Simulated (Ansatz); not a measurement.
Consider a periodic stack without vacuum, tetragonal indium (1 0 1) on rutile TiO2 (1 1 0) (film strained to the substrate, started from cuts of the bulks and a machine-learned relaxation; slabs Ti12O28 and In16, which can lie off the formulas): substrate slab Ti12O28, film In16, surface cells [[0, 1], [-2, 0]] and [[4, 2], [0, 1]], film strained by -1.4 and -0.7 %, outermost planes O/O and In/In as cut, which need not be the usual terminations and can put a slab off its formula. Its start:

```xyz
56
Lattice="6.5669 0.0000 0.0013 0.0000 5.9276 0.0170 2.1937 -1.9098 22.4076" Properties=species:S:1:pos:R:3 pbc="T T T"
Ti     3.0065     2.9983     2.8209
Ti     3.0394    -0.0135     2.9441
Ti     6.2405     1.4921     2.9526
Ti     6.3210     4.4495     2.7673
O      3.0161     2.9407     0.8376
O      3.1910    -0.0442     0.7194
O      4.2776     1.4935     2.8474
O      4.2739     4.4297     2.8521
O      1.6840     1.4307     2.6108
O      1.6955     4.4748     2.7736
O      6.2450     3.0063     1.5071
O      6.1898     0.0204     1.5092
Ti     6.2459     2.9957     6.1818
Ti     6.2317     0.0272     6.1675
Ti     2.9506     1.5788     6.1468
Ti     2.9521     4.5059     6.2195
O      6.3011     2.9783     4.1105
O      6.2741     0.0131     4.1122
O      0.9565     1.4755     6.1298
O      0.9605     4.4503     6.1413
O      4.9512     1.4861     6.1031
O      4.9462     4.4372     6.1123
O      2.9184     2.9323     4.8026
O      2.9496    -0.0005     4.8037
Ti     2.9461     2.9438     9.5386
Ti     2.9481    -0.0169     9.5050
Ti     6.2259     1.4355     9.4496
Ti     6.2348     4.4022     9.4378
O      2.9565     2.9802     7.4150
O      2.9598     0.0093     7.4008
O      4.2428     1.4980     9.4326
O      4.2439     4.4586     9.4470
O      1.6568     1.4959     9.4307
O      1.6590     4.4589     9.4330
O      6.2345     2.9581     8.1288
O      6.2259    -0.0056     8.1253
O      6.2337     2.9458    10.7285
O      6.2382    -0.0181    10.7228
O      2.9441     3.0195    11.4509
O      2.9464     0.0580    11.4303
In     6.6570     5.3911    12.8320
In     2.4035     1.5462    12.8927
In     3.6521     4.5244    12.8240
In     5.9342     2.4313    12.8433
In     7.0932     2.9552    16.0409
In     2.1260    -0.0703    16.0139
In     3.8968     2.9441    16.0461
In     5.5003     0.0028    16.0307
In     7.1766     0.9297    18.8895
In     2.2146     3.9045    18.7563
In     3.7910     0.8842    18.7656
In     5.4583     4.0604    18.7999
In     7.2464    -1.2737    22.1654
In     1.8157     1.6183    21.7522
In     3.8696    -0.5210    22.6105
In     5.1365     2.3870    21.6352
```

The start was prepared with a machine-learned potential, and the result is one local minimum, with the in-plane cell held and forces under 0.04 eV/Å; the film can end far from its bulk form.

These are PBE (plane waves to 420 eV, PAW; Ansatz, a quantum-chemistry and plane-wave program) values and carry that method's errors. Scalar-relativistic, without spin–orbit coupling; the runs are not spin-polarised; PBE gaps are too small against experiment. Its k-point mesh 4×5×1, Fermi–Dirac width 0.05 eV.

**Question.** Predict the relaxed interface.

**Answer.** interface area: 38.9 Å²
period: 22.39 Å
heights between the nearest atoms of the two slabs at the two interfaces: 0.51 and 0.50 Å
In–O contacts across the interfaces within 1.22 times the sum of covalent radii: 19, mean 2.34 Å
In–Ti contacts across the interfaces within 1.22 times the sum of covalent radii: 12, mean 3.40 Å
